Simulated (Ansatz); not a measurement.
We look at the energy change on adding Sn2 to slab B from Sn (white tin). Reaction: cell B + 2 Sn (white tin) → cell A. The sign is products less reactants.

Cell A: a slab of Sn (grey tin, Fd-3m) cut along (111), 9 atoms, hexagonal cell of 4.71 Å (19.2 Å²), symmetry P3m1, 14.2 Å thick under 16 Å of vacuum, in-plane vectors held at the crystal's; planes from bottom to top: H | Sn × 8, its two faces unlike (dipole correction applied); added, foreign or displaced atoms, below the bottom plane: H bound to 1 Sn at 1.75 Å; against B it holds Sn2 more, on a cell with one atom a plane; spin state with PBE: run without spin, k-point mesh 11×11×1.
```yaml
crystal:
  lattice:
    - [4.70569, 0.00000, 0.00000]
    - [-2.35285, 4.07525, 0.00000]
    - [0.00000, 0.00000, 29.95586]
  atoms:
    - { symbol: H, position: [0.00000, 0.00000, 0.26411] }
    - { symbol: Sn, position: [0.00000, 0.00000, 0.32240] }
    - { symbol: Sn, position: [0.33333, 0.66667, 0.35276] }
    - { symbol: Sn, position: [0.33333, 0.66667, 0.44845] }
    - { symbol: Sn, position: [0.66667, 0.33333, 0.48082] }
    - { symbol: Sn, position: [0.66667, 0.33333, 0.57714] }
    - { symbol: Sn, position: [0.00000, 0.00000, 0.60939] }
    - { symbol: Sn, position: [0.00000, 0.00000, 0.70649] }
    - { symbol: Sn, position: [0.33333, 0.66667, 0.73828] }
```

Cell B: a slab of Sn (grey tin, Fd-3m) cut along (111), 7 atoms, hexagonal cell of 4.71 Å (19.2 Å²), symmetry P3m1, 10.4 Å thick under 16 Å of vacuum, in-plane vectors held at the crystal's; planes from bottom to top: H | Sn × 6, its two faces unlike (dipole correction applied); added, foreign or displaced atoms, below the bottom plane: H bound to 1 Sn at 1.75 Å; spin state with PBE: run without spin, k-point mesh 11×11×1.
```yaml
crystal:
  lattice:
    - [4.70569, 0.00000, 0.00000]
    - [-2.35285, 4.07525, 0.00000]
    - [0.00000, 0.00000, 26.18727]
  atoms:
    - { symbol: H, position: [0.00000, 0.00000, 0.30324] }
    - { symbol: Sn, position: [0.00000, 0.00000, 0.36994] }
    - { symbol: Sn, position: [0.33333, 0.66667, 0.40494] }
    - { symbol: Sn, position: [0.33333, 0.66667, 0.51449] }
    - { symbol: Sn, position: [0.66667, 0.33333, 0.55152] }
    - { symbol: Sn, position: [0.66667, 0.33333, 0.66231] }
    - { symbol: Sn, position: [0.00000, 0.00000, 0.69876] }
```

Reference: Sn (white tin, I4₁/amd), 2 atoms in the cell, k-point mesh 22×22×22 on the run's own vectors. Conventional cell: a = 5.946 Å, b = 5.946 Å, c = 3.217 Å, α = 90.00°, β = 90.00°, γ = 90.00°.

Plane-wave PAW calculations with Ansatz (a quantum-chemistry and plane-wave program), its PAW set soft_1, cutoff 420 eV, 500 eV for r2SCAN. The structures are at rest with PBE, within the held lattices; other levels are single points on them. Neutral cells; Fermi-Dirac smearing of at most 0.10 eV in the solids, energies taken to zero width. The lattices are those relaxed with PBE, so at other levels the solids can be strained, which adds to the spread. A dispersion term (D3(BJ), or D4 for r2SCAN) was computed beside these levels and is taken off wherever the name lacks it. No zero-point or thermal terms. The structures are the rest points that the relaxations reached, not proven lowest. The runs are scalar-relativistic, without spin-orbit coupling. Values are for these cell sizes. Cell A has symmetry P3m1 and got no random move, so less symmetric positions, which may lie lower, weren't tried. Cell B has symmetry P3m1 and got no random move, so less symmetric positions, which may lie lower, weren't tried.

Task: Predict the value from r2SCAN.

Result: -0.27 eV, for cell B + 2 Sn (white tin) → cell A.

Task: How does the value move with the functional?

Result: 
| Functional | value (eV) | less r2SCAN |
|---|---|---|
| PBE | -0.10 | 0.17 |

The levels span 0.17 eV, from r2SCAN (-0.27) to PBE (-0.10).
